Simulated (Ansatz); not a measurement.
Base system: Sb (space group I4_132, No. 214; a = 7.982 Å; a hypothetical phase, not in the database extracts checked; relaxed with 0.1 eV smearing). Axes: x, y, z lie along the cube axes.

Now apply this change: strain tensor (xx, yy, zz, yz, xz, xy) = (−0.30, +0.54, −3.46, +0.65, +0.51, +0.23) %; the atoms relax in the strained cell.

Levels (all Ansatz, a program for electronic structure, PAW): PBEsol (420 eV, without spin-orbit coupling); r2SCAN (500 eV, scalar-relativistic without spin-orbit coupling); HSE06 (420 eV, without spin-orbit coupling).

At the geometry relaxed with PBEsol, these levels gave the following band gaps, in shuffled order: (a) 0.65 eV, (b) 0.45 eV, (c) 0.33 eV.

Task: Match each gap to its level.

Result: (a) HSE06; (b) r2SCAN; (c) PBEsol.

Single points use the geometry relaxed with PBEsol. HSE06 was sampled on its mesh, a few special points and the semilocal edge points, so its gap is an upper bound. Spin-orbit coupling, missing from the scalar runs, can matter with Sb. Whether these cells are dynamically stable was not tested. Under strain tensor (xx, yy, zz, yz, xz, xy) = (−0.30, +0.54, −3.46, +0.65, +0.51, +0.23) % the cell ends below the base's energy or with stress of the wrong sign: the atoms slid into a distortion or the cell is elastically unstable, so the base is not a stable minimum at this level.
